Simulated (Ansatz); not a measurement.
Pressure series in GaN

Base system: GaN in the wurtzite structure (space group P6_3mc, No. 186; a = 3.219 Å, c = 5.244 Å).

Cell and atoms are relaxed at each pressure.

All numbers come from PBE in Ansatz (plane waves to 420 eV, PAW, spin-orbit coupling left out), earlier PAW set.

Candidates:
(a) pressure 30 GPa
(b) pressure −2 GPa
(c) pressure 60 GPa
(d) pressure 18 GPa

Base values:

| Item | Result |
|---|---|
| Band gap | 1.71 eV |

### Question
Order them by band gap, highest first.

### Answer
(c) pressure 60 GPa (3.14 eV), (a) pressure 30 GPa (2.58 eV), (d) pressure 18 GPa (2.28 eV), (b) pressure −2 GPa (1.63 eV)

Load acts through the strain it causes; cell and atoms are relaxed under it. No phonon test of stability was made. Measured, GaN leaves this structure (for rock salt) near 47 GPa (temperature not stated; as listed in Datta, Sujoy, Jana, Debnarayan, arXiv (2020)), on rising pressure, with hysteresis.

Ansatz is a first-principles code.
